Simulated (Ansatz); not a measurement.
The starting structures come from a database of crystals and need not be the phases stable at ambient conditions.

 Where the default PAW files enter, the runs use the earlier of Ansatz's two default sets.

By LDA, the system below comes out a metal.

Without scattering a metal conducts by its projected Fermi surface.

Here is the system:

```yaml
crystal:
  lattice:
    - [4.90337, 0.00000, 0.00000]
    - [0.00000, 6.93441, 0.00000]
    - [0.00000, 3.46721, 3.46721]
  atoms:
    - { symbol: Ir, position: [0.00000, 0.50000, 0.00000] }
    - { symbol: Ir, position: [0.50000, 0.00000, 0.50000] }
    - { symbol: Ir, position: [0.00000, 0.00000, 0.00000] }
    - { symbol: Ir, position: [0.50000, 0.50000, 0.50000] }
    - { symbol: O, position: [0.65013, 0.84987, 0.00000] }
    - { symbol: O, position: [0.34987, 0.15013, 0.00000] }
    - { symbol: O, position: [0.15013, 0.65013, 0.50000] }
    - { symbol: O, position: [0.84987, 0.34987, 0.50000] }
    - { symbol: O, position: [0.34987, 0.34987, 0.30026] }
    - { symbol: O, position: [0.65013, 0.65013, 0.69974] }
    - { symbol: O, position: [0.84987, 0.15013, 0.19974] }
    - { symbol: O, position: [0.15013, 0.84987, 0.80026] }
```

Space group of this cell: Pa-3. The cell is taken as given; by LDA its mean pressure is -15.4 GPa.

The current flows along the normal of the first two printed cell vectors, the (110) plane of the conventional cell. No spin-orbit coupling; the value is a mean over 0.1 eV about the Fermi level.

Task: Estimate the ballistic conductance per area that LDA in Ansatz (a quantum-chemistry and plane-wave program) returns for this system.

Result: 0.87 × 10¹⁵ S/m² for both spins.
